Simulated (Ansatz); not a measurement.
The starting structures come from a database of crystals and need not be the phases stable at ambient conditions.

```yaml
crystal:
  lattice:
    - [6.09990, 0.00000, 0.00000]
    - [0.00000, 6.35676, 0.00000]
    - [-0.00120, 0.00000, 7.35780]
  atoms:
    - { symbol: Zn, position: [0.58251, 0.32644, 0.72941] }
    - { symbol: Zn, position: [0.08251, 0.67356, 0.22941] }
    - { symbol: Si, position: [0.58700, 0.82600, 0.97598] }
    - { symbol: Si, position: [0.08700, 0.17400, 0.47598] }
    - { symbol: Cu, position: [0.57780, 0.32585, 0.22322] }
    - { symbol: Cu, position: [0.07780, 0.67415, 0.72322] }
    - { symbol: Cu, position: [0.08372, 0.15302, 0.97265] }
    - { symbol: Cu, position: [0.58372, 0.84698, 0.47265] }
    - { symbol: S, position: [0.20021, 0.33127, 0.71614] }
    - { symbol: S, position: [0.70021, 0.66873, 0.21614] }
    - { symbol: S, position: [0.20551, 0.32607, 0.23483] }
    - { symbol: S, position: [0.70551, 0.67393, 0.73483] }
    - { symbol: S, position: [0.23577, 0.82405, 0.97239] }
    - { symbol: S, position: [0.73577, 0.17595, 0.47239] }
    - { symbol: S, position: [0.70939, 0.14150, 0.97979] }
    - { symbol: S, position: [0.20939, 0.85850, 0.47979] }
```

Space group of this cell: Pc. The cell is taken as given; by PBEsol its mean pressure is -1.0 GPa.

Transport runs along the normal of the first two printed cell vectors.

The gap is the functional's own, uncorrected, and κ follows it; spin-orbit coupling is left out. Mid-gap values are interpolated between the computed energies.

Q: State the band gap and the smallest decay constant κ at mid-gap according to PBEsol in Ansatz (an electronic-structure program).

A: Gap 1.65 eV on a 6×6×4 mesh; κ = 0.156 1/Å, at the zone centre.
